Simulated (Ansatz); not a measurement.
System: cubic perovskite KZnF₃. Method: rVV10 (plane waves, PAW; Ansatz, a first-principles code).

Settings: plane-wave cutoff 520 eV, 8×8×8 k mesh, Fermi–Dirac smearing 0.01 eV, scalar-relativistic PAW data made under PBE.

The cell is scaled about its equilibrium volume:

```
V (Å³/atom)  P (GPa)  direct gap at Γ (eV)  smallest gap on the k mesh (eV)
-----------  -------  --------------------  -------------------------------
12.934          5.59                 5.732                            3.714
13.209          3.51                 5.549                            3.654
13.485          1.65                 5.373                            3.596
13.760          0.00                 5.205                            3.540
14.035         -1.48                 5.044                            3.485
14.310         -2.79                 4.890                            3.432
14.585         -3.96                 4.741                            3.381
```

The fundamental gap (3.54 eV at the equilibrium volume, with added k points) lies elsewhere than Γ–Γ.
